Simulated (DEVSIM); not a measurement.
Structure: Cr/HfO2/p-Si capacitor, at 300 K.

Layer 1 from the left is HfO2, thickness (nm) 29.0. Layer 2 from the left is Si, thickness (nm) 3400, Na (cm⁻³) 2.8e16.

Metal gate on the left, work function 4.5 eV. Fixed charge at the semiconductor interface 0 cm⁻² (in units of +e); no interface traps.

The device is made up for the run: typed textbook-type constants, with dimensions and the other settings drawn at random. Values at 300 K.

HfO2: gap (eV) 5.7, affinity (eV) 2.5, permittivity 22. Si: gap (eV) 1.124, affinity (eV) 4.05, permittivity 11.7, Nc (cm⁻³) 2.86e19, Nv (cm⁻³) 3.1e19.

Q: Estimate by hand the flat-band voltage, the threshold voltage, and compare with a numerical solution.

A: 
- Flat-band voltage: C = 0.672 μF/cm², work-function difference -0.493 V; VFB = φms − qNf/C = -0.49 V; numerical -0.49 V.
- Threshold voltage: φF = 0.382 V, depletion charge √(4εqNφF) = 8.42e-8 C/cm²; VT = VFB + 2φF + Qd/C = 0.40 V; numerical 0.40 V.

Model (solved in DEVSIM): 1D Poisson equation in equilibrium, Boltzmann statistics, complete ionisation; no quantum confinement or tunnelling. Metal contacts follow the ideal Schottky-Mott rule: no Fermi-level pinning, no interface dipoles.
